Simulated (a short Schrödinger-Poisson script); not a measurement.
Structure: symmetric double-gate stack, Si3N4 on p-type In0.53Ga0.47As, at 300 K.

```csv
layer,material,thickness (nm),Na (cm⁻³)
1,Si3N4,5.8,-
2,In0.53Ga0.47As,14,4e17
3,Si3N4,5.8,-
```

Constants are typed, rounded textbook-type inputs, not results; the design itself was drawn at random and stands for no fabricated device. Si3N4: permittivity 7.5, conduction-band edge (eV) 2.41, gap (eV) 5.1, electron mass (mₑ) 0.5. In0.53Ga0.47As: permittivity 13.9, conduction-band edge (eV) 0, gap (eV) 0.74, Nv at 300 K (cm⁻³) 7.7e18.

Channel valleys (confinement mass, in-plane density-of-states mass, number): Γ 0.041, 0.041, 1. At the gates, both at one voltage, the conduction-band edge of layer 1 lies 2.59 eV − eVg above the Fermi level of the channel. Gaps are held at their typed values at every temperature. Mesh 0.03 nm at interfaces.

Solved with a short Schrödinger-Poisson script written for these runs: 1D Poisson equation in equilibrium, electrons quantum, Hartree (BenDaniel-Duke, 12 states a valley, the channel's in-plane mass for all, wave functions free to enter the dielectric), parabolic valleys, classical holes, full ionisation, no traps, pinning or gate leakage.

The same stack at other levels of the model or other numerical settings:

```tsv
run	sheet density of all electrons at Vg = 1.6 V (cm⁻²)	sheet density of all electrons at Vg = 0.4 V (cm⁻²)	capacitance of both gates at Vg = 1.6 V (μF/cm²)	gate voltage at 1e11 electrons/cm² (V)	rough cost against the base
base	1.20e13	1.03e12	1.59	0.24	about 1
electrons treated as classical, Boltzmann	1.72e13	1.60e12	2.20	0.21	0.06
electrons treated as classical, Fermi-Dirac	1.20e13	1.20e12	1.55	0.22	0.2
electrons treated as quantum, Hartree plus LDA exchange-correlation	1.23e13	1.10e12	1.60	0.23	1
mesh six times as coarse	1.20e13	1.02e12	1.59	0.24	0.3
```

The classical rows ignore confinement, and Boltzmann statistics overrate the density once the band edge passes the Fermi level.

Above a few 1e12 electrons/cm² a light Γ valley is non-parabolic and upper valleys begin to fill, which the model leaves out.
